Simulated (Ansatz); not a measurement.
The parent structure is SrTiO3 in the cubic perovskite structure (space group Pm-3m, No. 221; a = 3.891 Å). Axes: x, y, z lie along the cube axes.

Method: Kohn–Sham DFT with the PBEsol functional, run in Ansatz (a first-principles code) with PAW and 420 eV plane waves, without spin-orbit coupling.

Strains are applied to the cell and any free atomic positions relax.

One change was made to it. Results:

The band gap decreases by 0.09 eV (1.85 eV → 1.76 eV); the energy goes up by 6.8 meV/atom; the smallest direct gap shrinks by 0.047 eV, from 2.19 eV to 2.15 eV.

### Question
Which change produced these results?
(A) uniaxial strain ε_zz = +2.40 %
(B) uniaxial strain ε_zz = +0.60 %
(C) uniaxial strain ε_zz = +1.80 %

### Answer
A, uniaxial strain ε_zz = +2.40 %. For comparison, the energy relative to the base in the other runs: uniaxial strain ε_zz = +1.80 % gives +3.9 meV/atom; uniaxial strain ε_zz = +0.60 % gives +0.4 meV/atom.

No phonon test of stability was made. The final runs are not spin-polarised. Many cubic perovskites are stable only at high temperature; tilts and polar distortions were not tested.
